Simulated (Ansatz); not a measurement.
We consider Ga3AlAs4 (model structure, P-4m2, No. 115, 8 atoms in the cell), described by PBE (PAW; Ansatz, an electronic-structure program).

Numerical settings: plane-wave cutoff 520 eV, 8×8×4 k mesh (along the axes of the cell as run), Fermi–Dirac smearing 0.01 eV, scalar-relativistic PAW data made under PBE.

Cell (relaxed at this level):

```cif
data_AlAs4Ga3
_chemical_formula_sum 'Ga3 As4 Al1'
_space_group_name_H-M_alt 'P 1'
_space_group_IT_number 1
_cell_length_a 4.06146
_cell_length_b 4.06146
_cell_length_c 11.47179
_cell_angle_alpha 90.000
_cell_angle_beta 90.000
_cell_angle_gamma 90.000
loop_
_space_group_symop_operation_xyz
  'x, y, z'
loop_
_atom_site_label
_atom_site_type_symbol
_atom_site_fract_x
_atom_site_fract_y
_atom_site_fract_z
_atom_site_occupancy
Ga1 Ga 0.00000 0.00000 0.74972 1
As1 As 0.50000 0.00000 0.87488 1
Ga2 Ga 0.50000 0.50000 0.00000 1
As2 As 0.00000 0.50000 0.12512 1
Ga3 Ga 0.00000 0.00000 0.25028 1
As3 As 0.50000 0.00000 0.37593 1
Al1 Al 0.50000 0.50000 0.50000 1
As4 As 0.00000 0.50000 0.62407 1
```

Task: What does this level give for the band gap and bulk modulus?

Result: 
band gap: 0.52 eV (on the SCF k mesh)
bulk modulus: 62.6 GPa

Note: the bulk modulus is −V dP/dV from two relaxed cells at ±2 % in volume; the relaxation could raise the start's symmetry but not lower it, so the cell can be a saddle point.

Spin–orbit coupling is not included.

The result took roughly 5 core-minutes.

A model structure was made by putting elements into a prototype or built by hand; it is no filed structure, need not be a known phase, and can be a saddle point held by its symmetry.
